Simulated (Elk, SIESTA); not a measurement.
A SIESTA input for a self-consistent single point of GaAs (F-43m, 2 atoms in the cell) (DFT, LDA PW92, numerical atomic orbitals TZP, PseudoDojo LDA standard norm-conserving potentials (rewritten from UPF to PSML)):

```
# files in the folder: Ga.psml As.psml (PseudoDojo LDA standard)
SystemName  GaAs
SystemLabel GaAs

NumberOfAtoms                2
NumberOfSpecies              2
%block ChemicalSpeciesLabel
  1 31 Ga
  2 33 As
%endblock ChemicalSpeciesLabel
LatticeConstant              4.150157 Ang
%block LatticeVectors
     0.000000000    0.707106743    0.707106743
     0.707106743    0.000000000    0.707106743
     0.707106743    0.707106743    0.000000000
%endblock LatticeVectors
AtomicCoordinatesFormat      Ang
%block AtomicCoordinatesAndAtomicSpecies
     0.000000000    0.000000000    0.000000000  1
     1.467302000    1.467302000    1.467302000  2
%endblock AtomicCoordinatesAndAtomicSpecies

XC.functional                LDA
XC.authors                   PW92
PAO.BasisSize                TZP
PAO.EnergyShift              0.01 Ry
MeshCutoff                   300 Ry
%block kgrid.MonkhorstPack
    7   0   0  0.0
    0   7   0  0.0
    0   0   7  0.0
%endblock kgrid.MonkhorstPack
OccupationFunction           MP
OccupationMPOrder            0
ElectronicTemperature        2320.9 K

MaxSCFIterations             150
SCF.Mixer.Method             Broyden
SCF.Mixer.Weight             0.25
SCF.Mixer.History            8
SCF.DM.Tolerance             1.0E-05
Diag.ParallelOverK           true
WriteForces                  true
```

Question: Give the Elk input for the same structure, mesh, smearing and functional.

Answer: This is the input that was run; spellings and numerical settings could be chosen otherwise.

```
tasks
  0

xctype
  3

rgkmax
  8.0

gmaxvr
  16.0

nxlo
  2

lorbcnd
  .true.

rmtscf
  0.94

lmaxi
  3

stype
  0

swidth
  0.00734986

scale
  1.889726125

avec
    0.0000000000    2.9346040000    2.9346040000
    2.9346040000    0.0000000000    2.9346040000
    2.9346040000    2.9346040000    0.0000000000

sppath
  './'

atoms
  2   : nspecies
  'Ga.in'   : spfname
  1   : natoms; atposl, bfcmt below
  0.0000000000  0.0000000000  0.0000000000    0.0 0.0 0.0
  'As.in'   : spfname
  1   : natoms; atposl, bfcmt below
  0.2500000000  0.2500000000  0.2500000000    0.0 0.0 0.0

ngridk
  7 7 7
```

Basis, cutoffs, solver keys and any potentials are the target program's own. This input uses DFT, LDA (PW92), all-electron FP-LAPW, Elk's shipped species files, APW+lo basis with extra local orbitals. LDA parametrisations can differ slightly between programs.

The starting cell comes from a database of computed structures (which also holds hypothetical and non-ambient phases and stackings), without a prior relaxation at this level. Its lattice was rescaled by a random factor within 2.5 % of one.
